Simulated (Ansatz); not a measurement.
Base system: Re in the hcp (Mg type) structure (space group P6_3/mmc, No. 194; a = 2.776 Å, c = 4.481 Å; relaxed with 0.1 eV smearing).

The values are results of Ansatz (a first-principles code) PBE, no spin-orbit coupling, not measurements.

Strains are applied to the cell and any free atomic positions relax.

One change was made to it. Results:

```tsv
quantity	base	after
energy relative to the base (free energy F)	0 meV/atom	+16 meV/atom
pressure (mean of the normal stresses, compression positive)	0.0 GPa	11.7 GPa
```

Q: What was done to the base?
A) isotropic strain −1.00 %
B) isotropic strain +1.50 %
C) isotropic strain +1.00 %
D) isotropic strain +2.00 %
E) isotropic strain −0.50 %

A: A, isotropic strain −1.00 %. For comparison, the pressure in the other runs: isotropic strain +1.00 % gives -10.2 GPa; isotropic strain −0.50 % gives 5.7 GPa; isotropic strain +2.00 % gives -18.9 GPa; isotropic strain +1.50 % gives -14.7 GPa.

No phonon test of stability was made. The final runs are not spin-polarised.
